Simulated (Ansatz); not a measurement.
Consider the following.

```
CELL_PARAMETERS angstrom
      2.59494     1.49819     4.63647
     -2.59494     1.49819     4.63647
      0.00000    -2.99637     4.63647
ATOMIC_POSITIONS crystal
  Li 0.28042 0.28042 0.28042
  Li 0.78042 0.78042 0.78042
  Nb 0.99945 0.99945 0.99945
  Nb 0.49945 0.49945 0.49945
  O  0.10917 0.35816 0.71989
  O  0.71989 0.10917 0.35816
  O  0.35816 0.71989 0.10917
  O  0.21989 0.85816 0.60917
  O  0.85816 0.60917 0.21989
  O  0.60917 0.21989 0.85816
```

No spin polarisation.

Computed with PBE/PAW in Ansatz (a first-principles code), no SOC. Settings: 8×8×8 k-points, 0.05 eV Fermi–Dirac smearing.

Problem. Predict the smallest direct gap and stress.

Solution. 
- Smallest direct gap = 3.60 eV
- Stress (xx, yy, zz, yz, xz, xy; compression positive) = (0.46, 0.46, 1.65, 0.00, 0.00, 0.00) GPa

The cells carry an imposed strain or load. Stability against distortions was not tested. The cell was made from LiNbO₃ (space group R3c, No. 161) by this change: uniaxial strain ε_zz = −0.75 %.
